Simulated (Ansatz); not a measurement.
Start from TiPt3 in the Cu3Au type structure (space group Pm-3m, No. 221; relaxed with 0.1 eV smearing).

```xyz
4
Lattice="3.8996 0.0000 0.0000 0.0000 3.8996 0.0000 0.0000 0.0000 3.8996" Properties=species:S:1:pos:R:3 pbc="T T T"
Ti     0.0000     0.0000     0.0000
Pt     0.0000     1.9498     1.9498
Pt     1.9498     0.0000     1.9498
Pt     1.9498     1.9498     0.0000
```

Computed with PBEsol in Ansatz (plane waves to 420 eV, PAW, no SOC).

Strains are applied to the cell and any free atomic positions relax.

One change was made to it. Results:

| quantity | base | after |
|---|---|---|
| energy relative to the base (free energy F) | 0 meV/atom | +4.1 meV/atom |
| pressure | 0.0 GPa | 5.0 GPa |
| band gap | zero | zero |

Question: Name the change that was made.
A. isotropic strain −0.60 %
B. isotropic strain −1.20 %
C. isotropic strain −1.80 %

Answer: A, isotropic strain −0.60 %. For comparison, the energy relative to the base in the other runs: isotropic strain −1.20 % gives +17 meV/atom; isotropic strain −1.80 % gives +39 meV/atom.

Stability against distortions was not tested. All final runs are without spin polarisation.

Ansatz is a first-principles code.
